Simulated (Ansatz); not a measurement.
An Ansatz (a program for electronic structure) run: MgO with a change (biaxial strain −1.00 %, plane normal [001], relaxed out of plane); LDA (Ansatz, PAW, no spin-orbit coupling).

Input:

Ansatz 0.2 input:
```yaml
crystal:
  lattice:
    - [2.9115645511, 0, 0]
    - [0, 2.9115645511, 0]
    - [1.4557822755, -1.4557822755, 2.0899807809]
  atoms:
    - { symbol: Mg, position: [0, 0, 0] }
    - { symbol: O, position: [0.5, 0.5, 0] }
basis: { ecutwfc: 420, ecutrho_ratio: 4, xc_grid: 2, fft_grid_basis: typed }
kpoints: { mp_grid: { grid: [14, 14, 14] } }
hamiltonian:
  xc: lda
  dispersion: none
  pseudopotentials: { kind: paw }
scf: { occupations: { method: fermi_dirac, width: 0.05 } }
relax: { f_tol: 0.005, max_steps: 50, cell: { stress_tol: 0.01, fix: [a, b, gamma] } }
output: { forces: true, stress: true }
checkpoint: { write: state.ck, write_every: 1000 }
```

Output (explanatory and most iteration lines left out):

```
Relaxation: its limit of steps is 50 (relax.max_steps)
Pseudopotential: Mg, paw, valence charge 10
Pseudopotential: O, paw, valence charge 6
Crystal: 2 atoms, lattice volume = 17.717 Å³
Basis set: ecut = 420 eV, 331 PW (Γ), exchange–correlation on 40×40×40 points (8 copies of the dense FFT grid, shifted against one another)
Bands: 12, of which v1, the nominal top of the filled ones, is band 8 counted from 1 (7 counted from 0)
Symmetry: 16 space group operations
Space group: I4/mmm (ITA 139), of the structure as read, at distance tolerance 2.6e-5 Å
k-points: 244 of 2744
Functional: x = slater, c = lda
SCF iter   1: F=—  HF=-2460.079263 eV  |F-HF|=—  |Δ(HF+E_count)|=         —  Δρ=1.82e-2  dr2=4.63e-2  ethr=1.77e-3  ⟨swp⟩=5.6  Hψ=17000  notcnv=0
SCF iter   2: F=—  HF=-2460.063143 eV  |F-HF|=—  |Δ(HF+E_count)|=   1.61e-2  Δρ=5.57e-3  dr2=5.02e-3  ethr=2.90e-4  ⟨swp⟩=2.0  Hψ=5848  notcnv=0
SCF 1 converged in 6 iterations: F = -2460.061326 eV  dr2 = 1.09e-10
relax step   1: F+E_penalty+E_count = -2460.06132636 eV  Δ(F+E_penalty+E_count) = +0.000e0 eV  max|allowed force component| = 4.930e-31 eV/Å  Δτ_max = 0.0000 Å  P = +2.764 GPa  Ω = 17.717 Å³  fix = [a, b, gamma]  reactions: a +3.988, b +3.988 GPa  (6 SCF iters, dr2 threshold 1.00e-7 eV, accepted)
[... steps on the carried basis left out ...]
relax step   5: F+E_penalty+E_count = -2460.06134421 eV  Δ(F+E_penalty+E_count) = +4.677e-6 eV  max|allowed force component| = 1.183e-30 eV/Å  Δτ_max = 0.0000 Å  P = +2.593 GPa  Ω = 17.735 Å³  energy of the carried Pulay correction = -4.722e-6 eV  fix = [a, b, gamma]  reactions: a +3.890, b +3.890 GPa  (3 SCF iters, dr2 threshold 6.65e-10 eV, accepted)
Crystal: 2 atoms, lattice volume = 17.735 Å³
SCF iter   1: F=—  HF=-2460.061348 eV  |F-HF|=—  |Δ(HF+E_count)|=         —  Δρ=1.38e-6  dr2=2.42e-10  ethr=5.54e-8  ⟨swp⟩=2.9  Hψ=24496  notcnv=0
SCF iter   2: F=—  HF=-2460.061347 eV  |F-HF|=—  |Δ(HF+E_count)|=   1.55e-6  Δρ=6.80e-7  dr2=3.71e-11  ethr=1.51e-12  ⟨swp⟩=3.0  Hψ=6421  notcnv=0
SCF 6 converged in 4 iterations: F = -2460.061347 eV  dr2 = 1.50e-13
SCF converged after 4 iterations
Free energy (F): -2460.061347 eV
Internal energy: -2460.061347 eV  (E = F + TS)
E sigma→0 (E₀):  -2460.061347 eV
Fermi energy:    11.087197 eV
--- Forces (eV/Å), atoms counted from 1 ---
  atom   1  Mg    -0.00000000    -0.00000000     0.00000000
  atom   2  O      0.00000000     0.00000000     0.00000000
--- Stress (GPa, compression-positive) ---
        3.889661      -0.000000       0.000000
       -0.000000       3.889661      -0.000000
        0.000000      -0.000000       0.000719
  P = ⅓ Tr σ = 2.5933 GPa (25.933 kbar)
--- Relaxed structure (4 steps of the walk, 4 accepted, 2 SCFs on fresh bases) ---
  cell:  # Å, volume = 17.7348 Å³
    - [2.9115645511, 2.0830925131781388e-22, 3.482775108322008e-11]
    - [2.0831160148208014e-22, 2.9115645511, -3.4827750934510196e-11]
    - [1.4557822755249752, -1.4557822755249752, 2.092050993509989]
  atoms:
    - { symbol: Mg, position: [6.459726131604322e-38, 6.459726130981563e-38, -1.0377801814956567e-58] }
    - { symbol: O, position: [0.5, 0.5, -1.1091364406069564e-27] }
```

Stability against distortions was not tested. The cell was made from MgO in the rock salt structure (space group Fm-3m, No. 225) by this change: biaxial strain −1.00 %, plane normal [001], relaxed out of plane.
